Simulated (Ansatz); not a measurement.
Defect: Si-vacancy pair (Si on one host Cu site, one Cu site vacant) in fcc Cu, neutral cell. The step: one Cu atom jumps into the vacancy from a nearby Cu site (Si-vacancy distance between ideal sites 2.57 → 5.13 Å); the atom moves 2.53 Å along (0.00, -0.49, -0.49) of the unit cell; the moving atom starts with neighbours 4 Cu at 2.54, 6 Cu at 2.57, Cu at 2.61 Å and ends with 4 Cu at 2.54, 6 Cu at 2.57; Si at 2.58 Å. A PBE band in Ansatz (plane-wave PAW, a 3×3×3 k-point mesh shifted by half a step, 32 host sites, 17 SCF runs with any check of the saddle's order, static, no finite-size correction) gives a forward barrier of 0.78 eV. The saddle point's order was not checked, and it lies on a symmetry element of the cell, where a band can be held. Forms of the defect that were not tried may lie lower. The order of the sites in energy changes with the mesh.

Single points at the band's start and saddle point can refine it. Rough cost of one point, in units of the band's mean SCF on the same machine:

| Level | Cost of one point |
|---|---|
| PBE, a 5×5×5 k-point mesh shifted by half a step | about 5 |
| r2SCAN at 500 eV, a 3×3×3 k-point mesh shifted by half a step | about 3 |

Question: Which of these move the barrier by more than 0.1 eV, and how far does each move it?

Answer: Not one does. PBE, a 5×5×5 k-point mesh shifted by half a step: +0.01 eV; r2SCAN at 500 eV, a 3×3×3 k-point mesh shifted by half a step: +0.01 eV. Each functional is compared with PBE at the same k-points.

Ansatz is a first-principles code.
